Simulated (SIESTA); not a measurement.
SIESTA run on MgH₂ (P4_2/mnm, 6 atoms in the cell): self-consistent single point.

Computed with GGA PBE, numerical atomic orbitals DZP, PseudoDojo PBE standard norm-conserving potentials (rewritten from UPF to PSML) (SIESTA).

The change in words: lattice scaled by 0.98. Reference geometry:
```yaml
crystal:
  lattice:
    - [4.53220, 0.00000, 0.00000]
    - [0.00000, 4.53220, 0.00000]
    - [0.00000, 0.00000, 3.02965]
  atoms:
    - { symbol: Mg, position: [0.50000, 0.50000, 0.50000] }
    - { symbol: Mg, position: [0.00000, 0.00000, 0.00000] }
    - { symbol: H, position: [0.69557, 0.69557, 0.00000] }
    - { symbol: H, position: [0.30443, 0.30443, 0.00000] }
    - { symbol: H, position: [0.80443, 0.19557, 0.50000] }
    - { symbol: H, position: [0.19557, 0.80443, 0.50000] }
```

Reference input (self-consistent single point, DFT, GGA PBE, numerical atomic orbitals DZP, PseudoDojo PBE standard norm-conserving potentials (rewritten from UPF to PSML)): XC.functional = GGA; XC.authors = PBE; potentials = PseudoDojo PBE standard; PAO.BasisSize = DZP; PAO.EnergyShift = 0.005 Ry; MeshCutoff = 400 Ry; kgrid.MonkhorstPack = 6 6 9; OccupationFunction = FD; ElectronicTemperature = 10 K; MaxSCFIterations = 150; SCF.Mixer.Method = Broyden; SCF.Mixer.Weight = 0.25. This run's input differs from it in these lines:

```diff
@@ -12,5 +12,5 @@
 %block LatticeVectors
-     4.532201000    0.000000000    0.000000000
-     0.000000000    4.532201000    0.000000000
-     0.000000000    0.000000000    3.029647000
+     4.441557000    0.000000000    0.000000000
+     0.000000000    4.441557000    0.000000000
+     0.000000000    0.000000000    2.969054000
 %endblock LatticeVectors
@@ -18,8 +18,8 @@
 %block AtomicCoordinatesAndAtomicSpecies
-     2.266100500    2.266100500    1.514823500  1
+     2.220778500    2.220778500    1.484527000  1
      0.000000000    0.000000000    0.000000000  1
-     3.152463050    3.152463050    0.000000000  2
-     1.379737950    1.379737950    0.000000000  2
-     3.645838450    0.886362550    1.514823500  2
-     0.886362550    3.645838450    1.514823500  2
+     3.089413802    3.089413802    0.000000000  2
+     1.352143198    1.352143198    0.000000000  2
+     3.572921698    0.868635302    1.484527000  2
+     0.868635302    3.572921698    1.484527000  2
 %endblock AtomicCoordinatesAndAtomicSpecies
```

Output, abridged:

```
        iscf     Eharris(eV)        E_KS(eV)     FreeEng(eV)     dDmax    Ef(eV) dHmax(eV)
   scf:    1    -3287.258856    -3294.632158    -3294.632158  1.509226 -5.803427  4.391539
   scf:    2    -3295.249728    -3294.948652    -3294.948652  0.079406 -6.342161  3.042561
   scf:    3    -3295.396844    -3295.204461    -3295.204461  0.202441 -4.864735  0.196790
   scf:    4    -3295.204783    -3295.204624    -3295.204624  0.003873 -4.923839  0.093758
   scf:    5    -3295.204881    -3295.204765    -3295.204765  0.004827 -4.986743  0.001923
   scf:    6    -3295.204765    -3295.204765    -3295.204765  0.000269 -4.987008  0.000934
   scf:    7    -3295.204765    -3295.204765    -3295.204765  0.000144 -4.986922  0.000692
   scf:    8    -3295.204765    -3295.204765    -3295.204765  0.000109 -4.986854  0.000507
   scf:    9    -3295.204765    -3295.204765    -3295.204765  0.000081 -4.986803  0.000374
SCF Convergence by DM+H criterion
max |DM_out - DM_in|         :     0.0000811471
max |H_out - H_in|      (eV) :     0.0003742622
SCF cycle converged after 9 iterations

Using DM_out to compute the final energy and forces

siesta: E_KS(eV) =            -3295.2048

siesta: E_KS - E_eggbox =     -3295.2048

siesta: Atomic forces (eV/Ang):
     1   -0.000000   -0.000000    0.000000
     2   -0.000000    0.000000    0.000000
     3    0.003732    0.003732   -0.000000
     4   -0.003732   -0.003732   -0.000000
     5   -0.003732    0.003732   -0.000000
     6    0.003732   -0.003732   -0.000000
   Tot   -0.000000    0.000000   -0.000000
   Max    0.003732
   Res    0.002488    sqrt( Sum f_i^2 / 3N )
   Max    0.003732    constrained

   [... lines left out ...]
siesta: FreeEng =     -3295.204765
   [... lines left out ...]
siesta:    -0.021800   -0.000000   -0.000000
siesta:    -0.000000   -0.021800   -0.000000
siesta:    -0.000000   -0.000000   -0.042186

siesta: Cell volume =         58.571801 Ang**3

siesta: Pressure (static):
siesta:                Solid            Molecule  Units
siesta:           0.00031144          0.00031189  Ry/Bohr**3
siesta:           0.02859524          0.02863631  eV/Ang**3
siesta:          45.81462584         45.88043146  kBar
```

The run converged in 9 iterations. Against the reference run the free energy rises by 9.7 meV/atom, the pressure goes from 1.08 to 4.58 GPa, the largest force goes from 0.011 to 0.005 eV/Å and the gap on the mesh goes from 3.812 to 3.953 eV.

The starting cell comes from a database of computed structures (which also holds hypothetical and non-ambient phases and stackings), without a prior relaxation at this level. Its lattice was rescaled by a random factor within 2.5 % of one. For this run, on top of that: lattice scaled by 0.98. Values carry the incompleteness of an atom-centred basis. With a pressure of about 5 GPa the cell is away from its equilibrium volume at this level.
